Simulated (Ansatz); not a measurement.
Al on the 1x1 (110) surface of zinc-blende GaAs (cut with top plane As + Ga), one in a 2x1 cell, energies for each (46.7 Å²). Energies are against an atom of fcc Al, without zero-point or thermal terms; each row is named by its start. No converged result for: 2 more starts.

Host crystal: zinc-blende GaAs, with a band gap (PBE, scalar-relativistic without spin-orbit coupling).

Level of theory: PBE (plane waves to 420 eV, PAW; Ansatz, a first-principles code).

Set-up: 21 atoms, 8.6 Å thick at the start under the adsorbate (thin: gaps and levels are the slab's own); mesh 3x4x1; 0.01 eV smearing; dipole correction on; 8 atoms held, the rest relaxed; each run with such symmetry as its start has; spin-polarised, no spin-orbit, no U, no dispersion correction.

A negative adsorption energy means that the adsorbate is more stable on the surface than in its reference. Starts that drift may end in the same place. Heights count from the host atoms within 0.3 Å of the top one. Moments of ungapped slabs depend on the mesh.

```
starting site       E_ads (eV)  height (Å)  nearest host atom (Å)  bonded to  change of the vacuum step (eV)  lateral drift (Å)  moment (μB)
------------------  ----------  ----------  ---------------------  ---------  ------------------------------  -----------------  -----------
top As                    1.20        0.30                As 2.55  As + 2 Ga                           -0.34                2.5          0.7
top Ga                    1.78        1.91                Ga 2.70  2 As + Ga                           -0.33                1.1          0.8
hollow As-As-Ga-Ga        1.20        0.28                As 2.54  As + 2 Ga                           -0.33                0.2          0.7
```
